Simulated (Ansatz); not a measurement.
The parent structure is SiO2 (space group P4_12_12, No. 92; a = 5.083 Å, c = 7.098 Å).

Computed with DFT with PBE, PAW potentials and a 420 eV plane-wave cutoff in Ansatz (a first-principles code), no SOC, earlier PAW set.

Base values:

```
Quantity                              Result
---------------------  ---------------------
Valence-band top at Γ  0.00, -0.25, -0.25 eV
Volume per atom                     15.28 Å³
```

Now apply this change: a hydrostatic pressure of 0.7 GPa.

Question: Predict the new mean gap deformation potential ΔEg/Δln V.

Answer: The mean gap deformation potential ΔEg/Δln V is -1.5 eV.

Question: What happens to the valence-band top at Γ?

Answer: The valence-band top at Γ (three highest levels, from the VBM) changes from 0.00, -0.25, -0.25 eV to 0.00, -0.32, -0.32 eV.

Question: What does the calculation give for the volume per atom after the change?

Answer: The volume per atom drops by 0.61 Å³, from 15.28 Å³ to 14.67 Å³.

Load acts through the strain it causes; cell and atoms are relaxed under it. Gaps are Kohn–Sham eigenvalue differences; semilocal functionals usually give less than the measured gap. Whether these cells are dynamically stable was not tested.
